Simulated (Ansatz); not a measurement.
Band structure of YbTlSe2 (R-3m, 4 atoms in the cell).

```
CELL_PARAMETERS angstrom
      2.13179     1.23079     7.09795
     -2.13179     1.23079     7.09795
      0.00000    -2.46158     7.09795
ATOMIC_POSITIONS crystal
  Yb 0.00000 0.00000 0.00000
  Tl 0.50000 0.50000 0.50000
  Se 0.74366 0.74366 0.74366
  Se 0.25634 0.25634 0.25634
```

Computed with PBEsol, PAW files made with PBE (plane waves; Ansatz, an electronic-structure program).

Settings: kpoints.mp_grid.grid = 6 6 6; hamiltonian.xc = pbesol; hamiltonian.pseudopotentials = {kind: paw} (the program's default PAW files); scf.occupations.method = fermi_dirac; scf.occupations.width = 0.136 eV; kpoints.band_path.path = [[0.0, 0.0, 0.0], [0.5, 0.0, 0.0], [0.5, 0.18671186, -0.18671186]]; kpoints.band_path.npoints = 8.

The starting cell comes from a database of computed structures (which also holds hypothetical and non-ambient phases and stackings), without a prior relaxation at this level. Spin-orbit coupling is off. Spin polarisation is off; with an odd number of electrons in the cell that forces a metal, and a magnetic state may lie lower. The f electrons are in the valence without U or exact exchange, which can misplace them near the Fermi level. Spin-orbit terms, which matter for f shells, are left out.

Levels in eV from the Fermi level, bands 31 to 38:
```tsv
point	31	32	33	34	35	36	37	38
Γ	-0.54	-0.53	-0.24	-0.17	-0.17	2.91	3.61	3.70
L	-0.54	-0.54	-0.52	-0.36	0.16	2.40	3.73	3.81
B1	-0.55	-0.53	-0.52	-0.51	-0.42	2.89	3.58	4.55
```

Bands cross the Fermi level along this path, so the cell is metallic at this level.

Keys are those of Ansatz 0.2.
